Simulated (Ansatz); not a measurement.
GaAs: pressure 30 GPa

The parent structure is GaAs in the zinc blende structure (space group F-43m, No. 216; a = 5.667 Å).

Now apply this change: a hydrostatic pressure of 30 GPa.

Calculations: Ansatz (an electronic-structure program) r2SCAN, without spin-orbit coupling. Settings: 10×10×10 k-points, 0.05 eV Fermi–Dirac smearing.

The volume per atom decreases by 4.88 Å³ (22.75 Å³ → 17.87 Å³) and the density increases by 1.44 g/cm³, from 5.28 g/cm³ to 6.72 g/cm³. The lattice parameter a shrinks by 0.438 Å, from 5.667 Å to 5.229 Å and the shortest interatomic distance drops by 0.190 Å, from 2.454 Å to 2.264 Å. The enthalpy H = E + PV relative to the base's energy amounts to +3.71 eV/atom and the band gap rises by 0.27 eV, from 0.96 eV to 1.23 eV. The gap character changes from direct at Γ to indirect, Γ → X and the smallest direct gap increases by 2.055 eV, from 0.96 eV to 3.02 eV. The width of the top valence band goes up by 1.345 eV, from 3.40 eV to 4.75 eV and the valley order (the lowest conduction-band minima on the path, energy above the VBM, named in the base's zone) becomes a point along ⟨100⟩, about 1.0 Å⁻¹ from Γ 1.23 eV; L along ⟨111⟩ 2.14 eV; Γ 3.02 eV (base: Γ 0.96 eV; L along ⟨111⟩ 1.35 eV; a point along ⟨100⟩, about 1.0 Å⁻¹ from Γ 1.72 eV).

Final structure:

```
CELL_PARAMETERS angstrom
      0.00000     2.61444     2.61444
      2.61444     0.00000     2.61444
      2.61444     2.61444     0.00000
ATOMIC_POSITIONS crystal
  Ga 0.00000 0.00000 0.00000
  As 0.25000 0.25000 0.25000
```

Load acts through the strain it causes; cell and atoms are relaxed under it. Stability against distortions was not tested. Measured, GaAs leaves this structure (for a Cmcm phase) near 15 GPa (room temperature; as listed in arXiv:1906.07825).
